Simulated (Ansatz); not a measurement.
Results of PBE-D4 (Ansatz, a first-principles code, plane waves, PAW) for A15 Mo₃Si.

Numerical settings: plane-wave cutoff 520 eV, 12×12×12 k mesh, Fermi–Dirac smearing 0.05 eV, no spin polarisation, scalar-relativistic PAW data made under PBE.

Computed points:

| V (Å³/atom) | E − E_lowest (meV/atom) | P (GPa) |
|---|---|---|
| 13.540 | 47.78 | 18.69 |
| 13.828 | 20.48 | 11.80 |
| 14.116 | 4.95 | 5.59 |
| 14.404 | 0.00 | 0.01 |
| 14.692 | 4.57 | -5.01 |
| 14.980 | 17.70 | -9.52 |
| 15.268 | 38.52 | -13.57 |

**Question.** Estimate the bulk modulus from the pressures at 14.116 and 14.692 Å³/atom, and compare it with a fit to all energies.

**Answer.** B = −V dP/dV. Between V = 14.116 and 14.692 Å³/atom, dP/dV = (-5.01 − (5.59))/(14.692 − 14.116) = -18.4 GPa per Å³/atom; at the midpoint 14.404 Å³/atom this gives B ≈ 265 GPa. The third-order Birch–Murnaghan fit gives V0 = 14.405 Å³/atom, B0 = 264 GPa, B′ = 4.3, which lies within 1 % of that estimate.

Computed values are for the static lattice.
